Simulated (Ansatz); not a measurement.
Take ZrO₂ in the fluorite structure (space group Fm-3m, No. 225; a = 5.0891 Å) as the base.

The change: cell and atoms relaxed at a pressure of 22.5 GPa.

Levels (all Ansatz, a program for electronic structure, PAW, earlier PAW set): r2SCAN (500 eV, no SOC); HSE06 (420 eV, without spin-orbit coupling).

The geometry is relaxed with r2SCAN.

* **r2SCAN lowest conduction level above the VBM at special points**: Γ 4.11 eV; X 4.58 eV; L 4.81 eV

Task: Predict the lowest conduction level above the VBM at special points from HSE06.

Result: The lowest conduction level above the VBM at special points changes from Γ 4.11 eV; X 4.58 eV; L 4.81 eV to Γ 5.22 eV; X 5.69 eV; L 6.00 eV.

Single points use the geometry relaxed with r2SCAN. Their cutoffs differ, which shifts pressures a little. HSE06 gaps are upper bounds (no full band path). The levels and masses belong to the bands next to the band gap. Load acts through the strain it causes; cell and atoms are relaxed under it. Whether these cells are dynamically stable was not tested. No other phases were tried under pressure. This is not the structure that ZrO2 has at room temperature and ambient pressure.
